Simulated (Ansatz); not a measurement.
**Effect of isotropic strain +1.50 % on Hf**

Base system: Hf in the hcp (Mg type) structure (space group P6_3/mmc, No. 194; a = 3.198 Å, c = 5.049 Å; relaxed with 0.1 eV smearing).

Modification: every lattice vector is stretched by 1.50 %; the atoms relax in the strained cell.

Calculations: Ansatz (an electronic-structure program), r2SCAN, PAW, cutoff 500 eV, without spin-orbit coupling. Γ-centred 21×21×12 mesh, Fermi–Dirac width 0.1 eV.

The volume per atom goes up by 1.02 Å³, from 22.36 Å³ to 23.38 Å³ and the space group stays P6_3/mmc (No. 194). The energy increases by 15 meV/atom and the band gap is still zero.

Final structure:

```xyz
2
Lattice="3.2463 0.0000 0.0000 -1.6231 2.8113 0.0000 0.0000 0.0000 5.1246" Properties=species:S:1:pos:R:3 pbc="T T T"
Hf     1.6231     0.9371     3.8434
Hf     0.0000     1.8742     1.2811
```

Whether these cells are dynamically stable was not tested. All final runs are without spin polarisation.
